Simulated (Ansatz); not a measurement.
# Ansatz run on CaC2 (R3m, 3 atoms in the cell): self-consistent single point

Method of the run: PBEsol, default PAW files made with PBE (plane waves; Ansatz, a quantum-chemistry and plane-wave program).

Input as run:

Ansatz 0.2 input:
```yaml
# CaC2
crystal:
  lattice:
    - [1.934678, 1.116987, 3.934104]
    - [-1.934678, 1.116987, 3.934104]
    - [0.000000, -2.233974, 3.934104]
  atoms:
    - { symbol: Ca, position: [0.004236, 0.004236, 0.004236] }
    - { symbol: C, position: [0.552913, 0.552913, 0.552913] }
    - { symbol: C, position: [0.447087, 0.447087, 0.447087] }
basis:
  ecutwfc: 420.0 eV
kpoints:
  mp_grid: { grid: [8, 8, 8] }
hamiltonian:
  xc: pbesol
  pseudopotentials: { kind: paw }
scf:
  occupations: { method: fermi_dirac, width: 0.05 eV }
output:
  forces: true
  eigenvalues: true
  stress: true
```

Log, with long lists cut:

```
WARN ansatz: RAYON_NUM_THREADS=1 ignored (pool sized by the plan → 1); use --threads N
Pseudopotentials: kind: paw
Pseudopotential: Ca, paw, valence charge 10
Pseudopotential: C, paw, valence charge 4
Crystal: 3 atoms, lattice volume = 51.010 Å³
Basis set: ecut = 420 eV, 1009 PW (Γ), exchange–correlation on 64×64×64 points (8 copies of the dense FFT grid, shifted against one another)
Bands: 13, of which v1, the nominal top of the filled ones, is band 9 counted from 1 (8 counted from 0)
Symmetry: 6 space group operations
Space group: R3m (ITA 160), of the structure as read, at distance tolerance 3.7e-5 Å
k-points: 65 of 512 (time reversal used)
PAW frozen core: Ca, regenerated for the run's functional, and the local potential with it
PAW frozen core: C, regenerated for the run's functional, and the local potential with it
Initial density: superposition of atomic densities (neutral atoms: chi_scale 0, normalization atom), corrected by the library's trained network
Initial wavefunctions: pseudopotential atomic-orbital guess
Eigensolver: davidson
Functional: x = pbesol(κ = 0.804, μ = 0.12345679012345678), c = pbesol(β = 0.046)
SCF iter   1: F=—  HF=-2286.746499 eV  |F-HF|=—  |Δ(HF+E_count)|=         —  Δρ=6.48e-3  dr2=2.49e-2  ethr=1.77e-3  ⟨swp⟩=6.6  Hψ=5743  notcnv=0
all-band conjugate gradients solve this SCF's bands
preconditioner: auto → none
SCF iter   2: F=—  HF=-2286.739404 eV  |F-HF|=—  |Δ(HF+E_count)|=   7.09e-3  Δρ=1.78e-3  dr2=1.88e-3  ethr=1.38e-4  ⟨swp⟩=2.4  Hψ=1853  notcnv=0
SCF iter   3: F=—  HF=-2286.739515 eV  |F-HF|=—  |Δ(HF+E_count)|=   1.11e-4  Δρ=4.06e-4  dr2=5.37e-5  ethr=1.04e-5  ⟨swp⟩=2.2  Hψ=1186  notcnv=0
SCF iter   4: F=—  HF=-2286.739566 eV  |F-HF|=—  |Δ(HF+E_count)|=   5.02e-5  Δρ=1.82e-4  dr2=3.14e-5  ethr=2.98e-7  ⟨swp⟩=2.5  Hψ=1439  notcnv=0
SCF iter   5: F=—  HF=-2286.739558 eV  |F-HF|=—  |Δ(HF+E_count)|=   7.78e-6  Δρ=3.01e-5  dr2=7.49e-7  ethr=1.74e-7  ⟨swp⟩=2.0  Hψ=1105  notcnv=0
SCF iter   6: F=-2286.739558 eV  HF=-2286.739558 eV  |F-HF|=1.44e-8  |Δ(HF+E_count)|=   1.43e-7  Δρ=6.82e-6  dr2=2.71e-8  ethr=5.56e-10  ⟨swp⟩=6.3  Hψ=4457  notcnv=0
SCF 1 converged in 6 iterations: F = -2286.739558 eV  dr2 = 2.71e-8
SCF converged after 6 iterations
Free energy (F): -2286.739558 eV
Harris-Foulkes:  -2286.739558 eV  (|F-HF|=1.44e-8)
Internal energy: -2286.739558 eV  (E = F + TS)
E sigma→0 (E₀):  -2286.739558 eV
Fermi energy:    5.533262 eV
--- Per-component energies (eV) ---
  E_band       = -163.315830
  E_kinetic    = 449.583807
  E_local      = -1006.577333  (includes V_loc(G=0)·N_el)
  E_nonlocal   = 120.920920
  E_hartree    = 317.988450
  E_xc         = -228.983386
  E_vxc        = -285.865336  (∫ρ·V_xc dr)
  E_paw        = -1026.704024  (= ΣΔE_a)
  E_vpaw       = -77.356169  (= ΣTr[D̂ρ^β])
  E_aug_tail   = 0.000010  (compensation charges beyond the density's cutoff)
  E_ewald      = -913.128996
  E_core_change = 0.160995  (= ΣΔE_core)
  E_smearing   = -0.000000  (= −TS)
  E_closure    = 0.000000  (closes the sum)
  Σ components = -2286.739558   (vs F -2286.739558, Δ=0.00e0)
--- Forces (eV/Å), atoms counted from 1 ---
  atom   1  Ca    -0.00000000     0.00000000    -0.12709064
  atom   2  C     -0.00000000     0.00000000     0.53886884
  atom   3  C      0.00000000    -0.00000000    -0.41180106
  max |Σ_I F_I| component: 2.29e-5 eV/Å
--- Stress (GPa, compression-positive) ---
       -1.936281       0.000000       0.000000
        0.000000      -1.936281      -0.000000
        0.000000      -0.000000      -0.091632
  P = ⅓ Tr σ = -1.3214 GPa (-13.214 kbar)
  The stress holds the Pulay correction. Without it, at fixed plane waves, as pw.x and ABINIT print it: P = -1.5216 GPa
--- Band table (eV; the first three rows and the last of 65) ---
  k-point 0: bands = ["-34.6452", "-15.7973", "-15.6594", "-15.6594", "-8.3001", "1.4071", "1.4619", "3.4183", "3.4183", "7.3439", "7.3439", "8.5000", "9.8028"]
  k-point 1: bands = ["-34.6432", "-15.7955", "-15.6861", "-15.6642", "-8.2429", "1.0863", "1.7049", "3.2261", "3.2924", "7.4978", "7.5562", "8.8135", "9.7789"]
  k-point 2: bands = ["-34.6385", "-15.7931", "-15.7474", "-15.6756", "-8.1036", "0.7228", "1.7694", "2.9691", "3.0196", "7.9074", "8.1321", "9.4252", "9.9925"]
  k-point 64: bands = ["-34.6430", "-15.8613", "-15.6605", "-15.6605", "-8.0228", "-0.8924", "2.7262", "2.7262", "4.2592", "9.8442", "10.0165", "10.1991", "10.1991"]
```

The run converged in 6 iterations.

The starting cell comes from a database of computed structures (which also holds hypothetical and non-ambient phases and stackings), without a prior relaxation at this level. Its lattice was rescaled by up to half a per cent. One atom was moved a little off its site on purpose. Ansatz's pressure includes its estimate of the finite-basis (Pulay) stress.
